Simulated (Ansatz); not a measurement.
We consider CdS (Fm-3m, No. 225, 2 atoms in the cell; start mp-370; high-pressure phase), described by LDA (PAW; Ansatz, a quantum-chemistry and plane-wave program).

Run with plane-wave cutoff 520 eV, 10×10×10 k mesh, Fermi–Dirac smearing 0.01 eV, scalar-relativistic PAW data made under PBE.

Cell (relaxed at this level):

```cif
data_Cd4S4
_chemical_formula_sum 'Cd4 S4'
_space_group_name_H-M_alt 'Fm-3m'
_space_group_IT_number 225
_space_group_name_Hall '-F 4 2 3'
_cell_length_a 5.33936
_cell_length_b 5.33936
_cell_length_c 5.33936
_cell_angle_alpha 90.000
_cell_angle_beta 90.000
_cell_angle_gamma 90.000
loop_
_atom_site_label
_atom_site_type_symbol
_atom_site_symmetry_multiplicity
_atom_site_Wyckoff_symbol
_atom_site_fract_x
_atom_site_fract_y
_atom_site_fract_z
_atom_site_occupancy
Cd1 Cd 4 a 0.00000 0.00000 0.00000 1
S1 S 4 b 0.50000 0.50000 0.50000 1
```
(The calculation used a cell of 2 atoms; values per cell refer to that cell.)

Q: What does this level give for the bulk modulus B0?

A: 
- bulk modulus B0: 92.7 GPa

The run finds no gap.

Note: the bulk modulus is −V dP/dV from two relaxed cells at ±2 % in volume; the relaxation could not lower the start's symmetry, so the cell can be a saddle point above a distorted one.

Static lattice: no zero-point or thermal effects.

A start named mp-… is a Materials Project structure, which need not be a measured phase.
